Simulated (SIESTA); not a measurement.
A self-consistent single point of ZnSnSb2 (Pmm2, 4 atoms in the cell) with SIESTA.

Method: LDA PW92, numerical atomic orbitals DZP, PseudoDojo LDA standard norm-conserving potentials (rewritten from UPF to PSML) (SIESTA 5.4.2).

```
ZnSnSb2
1.0
    4.49910     0.00000     0.00000
    0.00000     4.49910     0.00000
    0.00000     0.00000     6.29437
Zn Sn Sb
1 1 2
Cartesian
  0.00000   0.00000   0.05000
  2.24955   2.24955   3.14718
  0.00000   2.24955   1.39987
  2.24955   0.00000   4.89450
```

Reference input (self-consistent single point, DFT, LDA PW92, numerical atomic orbitals DZP, PseudoDojo LDA standard norm-conserving potentials (rewritten from UPF to PSML)): XC.functional = LDA; XC.authors = PW92; potentials = PseudoDojo LDA standard; PAO.BasisSize = DZP; PAO.EnergyShift = 0.005 Ry; MeshCutoff = 350 Ry; kgrid.MonkhorstPack = 4 4 3; OccupationFunction = FD; ElectronicTemperature = 1160.45 K; MaxSCFIterations = 150; SCF.Mixer.Method = Pulay; SCF.Mixer.Weight = 0.1. This run's input differs from it in these lines:

```diff
@@ -31,8 +31,8 @@
 %block kgrid.MonkhorstPack
-    4   0   0  0.0
-    0   4   0  0.0
-    0   0   3  0.0
+    6   0   0  0.0
+    0   6   0  0.0
+    0   0   4  0.0
 %endblock kgrid.MonkhorstPack
 OccupationFunction           FD
-ElectronicTemperature        1160.45 K
+ElectronicTemperature        580.23 K
```

Log, with long lists cut:

```
        iscf     Eharris(eV)        E_KS(eV)     FreeEng(eV)     dDmax    Ef(eV) dHmax(eV)
   scf:    1   -12593.895417   -12702.769636   -12702.794982  1.769793 -2.591371 57.225553
   scf:    2   -12777.579667   -12753.411115   -12753.413942  0.456345 -3.568667 14.693517
   scf:    3   -12756.474920   -12755.073484   -12755.076213  0.138081 -3.667204  9.027603
   scf:    4   -12756.189346   -12756.015309   -12756.017655  0.306189 -3.784835  1.757577
   scf:    5   -12756.055600   -12756.043448   -12756.045779  0.022432 -3.816438  1.242319
   [... 5 lines left out ...]
   scf:   11   -12756.069211   -12756.069190   -12756.071591  0.001313 -3.823810  0.016791
   scf:   12   -12756.069192   -12756.069191   -12756.071592  0.000075 -3.823746  0.014058
   scf:   13   -12756.069192   -12756.069192   -12756.071594  0.000450 -3.823528  0.000218
   scf:   14   -12756.069192   -12756.069192   -12756.071594  0.000005 -3.823532  0.000054
SCF Convergence by DM+H criterion
max |DM_out - DM_in|         :     0.0000048164
max |H_out - H_in|      (eV) :     0.0000538297
SCF cycle converged after 14 iterations

Using DM_out to compute the final energy and forces

siesta: E_KS(eV) =           -12756.0692

siesta: E_KS - E_eggbox =    -12756.0692

siesta: Atomic forces (eV/Ang):
     1    0.000000   -0.000000   -0.239516
     2    0.000000   -0.000000    0.060635
     3   -0.000000    0.000000   -0.071160
     4    0.000000    0.000000    0.251164
   Tot   -0.000000    0.000000    0.001123
   Max    0.251164
   Res    0.103759    sqrt( Sum f_i^2 / 3N )
   Max    0.251164    constrained

Stress tensor Voigt[x,y,z,yz,xz,xy] (kbar):       26.81       20.55       26.96       -0.00        0.00        0.00
(Free)E + p*V (eV/cell)   -12758.0415
   [... lines left out ...]
siesta: FreeEng =    -12756.071594
   [... lines left out ...]
siesta:     0.016732   -0.000000   -0.000000
siesta:     0.000000    0.012825   -0.000000
siesta:     0.000000   -0.000000    0.016827

siesta: Cell volume =        127.409783 Ang**3

siesta: Pressure (static):
siesta:                Solid            Molecule  Units
siesta:          -0.00016839         -0.00020560  Ry/Bohr**3
siesta:          -0.01546105         -0.01887757  eV/Ang**3
siesta:         -24.77132599        -30.24520215  kBar
```

The run converged in 14 iterations. Against the reference run the free energy goes down by 19.9 meV/atom, the pressure goes from -2.28 to -2.48 GPa and the largest force goes from 0.242 to 0.251 eV/Å.

The starting cell comes from a database of computed structures (which also holds hypothetical and non-ambient phases and stackings), without a prior relaxation at this level. Its lattice was rescaled by up to half a per cent. One atom was moved a little off its site on purpose. Values carry the incompleteness of an atom-centred basis. The run gives no clean gap (levels at the Fermi energy touch, overlap or are partly filled at this smearing), which alone does not show that the compound is a metal.

Cost on one core of a shared machine: roughly 50 s.
